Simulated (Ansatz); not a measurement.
The starting structures come from a database of crystals and need not be the phases stable at ambient conditions.

 Where the default PAW files enter, the runs use the earlier of Ansatz's two default sets.

Inside the gap of an insulator the Bloch states are evanescent, with a wavenumber k + iκ along the transport direction.

Input:

```xyz
14
Lattice="4.3165 0.0000 0.0000 0.0000 6.2111 0.0000 0.0000 0.0000 6.2111" Properties=species:S:1:pos:R:3 pbc="T T T"
V      2.6671     0.0000     3.1056
V      1.6494     3.1056     0.0000
P      2.1583     3.1056     3.1056
P      2.1583     0.0000     0.0000
O      3.2242     3.1056     0.0000
O      1.0923     0.0000     3.1056
O      1.2456     3.1068     4.3570
O      1.2456     1.2515     6.2099
O      1.2456     3.1044     1.8541
O      1.2456     4.9596     0.0012
O      3.0710     6.2099     4.9596
O      3.0710     1.8541     3.1068
O      3.0710     0.0012     1.2515
O      3.0710     4.3570     3.1044
```

Space group of this cell: P4/n. The cell was relaxed by PBE-D3(BJ); by r2SCAN its mean pressure is -4.0 GPa.

Transport runs along the normal of the first two printed cell vectors, the (100) plane of the conventional cell.

The gap is the functional's own. No spin-orbit coupling. Mid-gap values are interpolated on the energy grid.

Task: Predict the band gap and the smallest decay constant κ at mid-gap from r2SCAN (Ansatz, a program for electronic structure).

Result: Gap 1.73 eV on a 8×6×6 mesh; κ = 0.336 1/Å, at (0.250, 0.000) of the in-plane reciprocal vectors. At the zone centre, at the nearest computed energy, the slowest state has κ = 0.34 1/Å.
